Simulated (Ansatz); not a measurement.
The reference is Se (space group P3_121, No. 152; a = 4.5294 Å, c = 5.0424 Å; made of chains).

(Cell as relaxed with PBE.)

Levels (all Ansatz, a program for electronic structure, PAW, earlier PAW set): PBE (420 eV, no spin-orbit coupling); r2SCAN (500 eV, without spin-orbit coupling).

Each level relaxes its own structure.

```json
[
 {"base": "volume per atom", "PBE": "29.86 Å³", "r2SCAN": "29.25 Å³"},
 {"base": "lattice parameter a", "PBE": "4.529 Å", "r2SCAN": "4.507 Å"},
 {"base": "band gap", "PBE": "1.04 eV", "r2SCAN": "1.33 eV"}
]
```

Now apply this change: the cell is scaled by 1.0066 in all directions; the atoms relax in the strained cell.

```tsv
quantity	PBE	r2SCAN
band gap	1.01 eV	1.30 eV
energy relative to the base (free energy F)	+0.5 meV/atom	+0.6 meV/atom
smallest direct gap	1.19 eV	1.50 eV
```

PBE's band gap lies 0.29 eV below r2SCAN's; PBE's smallest direct gap lies 0.31 eV below r2SCAN's. Neither level is exact; r2SCAN is the comparison here, not a measurement.

Stability against distortions was not tested. No dispersion term is included, though the crystal is made of layers, chains or molecules, so its spacings can come out too wide.
